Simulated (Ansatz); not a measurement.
# Pt: H interstitial (started 1.99 Å from the nearest host atom)

Consider an 8-atom supercell of Pt in the fcc (Cu type) structure (space group Fm-3m, No. 225; a = 3.970 Å) at its relaxed geometry.

The change: one H atom is added in an open site, starting 1.99 Å from the nearest host atom, atoms relaxed at fixed cell, starting from a slightly rattled geometry.

The values are results of DFT with PBE, PAW potentials and a 420 eV plane-wave cutoff in Ansatz (a first-principles code), no spin-orbit coupling, earlier PAW set, not measurements. k-mesh 7×7×7 (Γ-centred); smearing 0.05 eV (Fermi–Dirac).

The pressure goes up by 6.7 GPa to 6.6 GPa and the largest displacement of a host atom from its site in the perfect cell amounts to 0.03 Å. The final site of the added atom comes out as 6 Pt at 1.84–2.22 Å.

Final structure:

```
Pt8H
1.0
    0.00000     3.97009     3.97009
    3.97009     0.00000     3.97009
    3.97009     3.97009     0.00000
Pt H
8 1
Direct
  0.00218   0.00153   0.99461
  0.99811   0.99742   0.49755
  0.00032   0.50360   0.99237
  0.99806   0.50682   0.49759
  0.50426   0.99963   0.99235
  0.50737   0.99749   0.49749
  0.50425   0.50359   0.99235
  0.50198   0.50132   0.49521
  0.22655   0.22719   0.31911
```

In so small a cell the defect repeats every few ångströms: this is an ordered compound, not a dilute defect. The final runs are not spin-polarised. The defect cell is not spin-polarised.
